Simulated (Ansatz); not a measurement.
The starting structures come from a database of crystals and need not be the phases stable at ambient conditions.

By PBEsol, the system below comes out a metal.

Crystal: SnAs (Fm-3m, rock salt, not sure to be the ambient phase, 2 atoms a cell, 23.8 Å³ an atom); planes in its conventional cell.

These are PBEsol (plane waves, PAW; Ansatz, a program for electronic structure) values and carry that method's errors.

Ballistic conductance counts the channels of both spins, as a mean over 0.1 eV about the Fermi level; spin-orbit coupling is left out.

```tsv
plane	area (Å²)	G/A (10¹⁵ S/m²)
(001)	16.6	0.71
(111)	14.3	?
(110)	23.4	?
```

Task: Some entries are withheld; supply them.

Result: 
- (111), G/A (10¹⁵ S/m²): 0.84
- (110), G/A (10¹⁵ S/m²): 0.81
